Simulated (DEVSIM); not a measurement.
Schottky contact on n-type GaAs

Structure: Schottky contact on n-type GaAs, at 250 K.

```csv
layer (left to right),material,thickness (μm),Nd (cm⁻³),τn (s),τp (s)
1,GaAs,17.0,1e16,4.1e-9,4.1e-9
```

Left contact: Schottky, work function 4.68 eV, emission velocity 2.1e6 cm/s. Right contact: ohmic. Voltage is applied to the left contact. Recombination: SRH at mid-gap, Auger. Mobility is constant in doping.

Constants are typed, rounded textbook-type inputs, not results; the design itself was drawn at random and stands for no fabricated device. Values at 300 K; Nc and Nv go as T^1.5, mobilities as T to minus their exponent, the gap by Varshni's rule with the affinity fixed.

| parameter | GaAs |
|---|---|
| gap (eV) | 1.424 |
| affinity (eV) | 4.07 |
| permittivity | 12.9 |
| Nc (cm⁻³) | 4.7e17 |
| Nv (cm⁻³) | 9e18 |
| μn (cm²/Vs) | 8500 |
| μp (cm²/Vs) | 400 |
| T exponent of μn | 2.1 |
| T exponent of μp | 2.2 |
| Cn (cm⁶/s) | 1e-30 |
| Cp (cm⁶/s) | 1e-30 |
| Varshni α (eV/K) | 0.000541 |
| Varshni β (K) | 204 |

DEVSIM, 1D drift-diffusion, Boltzmann statistics, complete ionisation; no tunnelling, impact ionisation, image-force lowering or self-heating. Metal contacts follow the ideal Schottky-Mott rule: no Fermi-level pinning, no interface dipoles.

- Potential step across the device at zero bias = 0.533 V
- Largest field in the device at zero bias = 38000 V/cm
- Dark forward voltage at 1 A/cm² = 0.358 V
- Dark forward voltage at 100 A/cm² = 0.469 V

Small-signal capacitance in reverse bias (quasi-static):

```csv
V (V),C (nF/cm²)
-0.1,38.7
-0.25,34.7
-0.5,30.1
-0.75,26.9
-1,24.6
-1.5,21.3
-2,19.1
-2.5,17.4
-3.25,15.6
-4,14.2
-5,12.9
```

Dark reverse current:

```csv
V (V),J (A/cm²)
-0.10,-6.0e-8
-0.25,-6.0e-8
-0.50,-6.1e-8
-0.75,-6.1e-8
-1.00,-6.1e-8
-1.50,-6.1e-8
-2.00,-6.1e-8
-2.50,-6.1e-8
-3.25,-6.1e-8
-4.00,-6.1e-8
-5.00,-6.1e-8
```
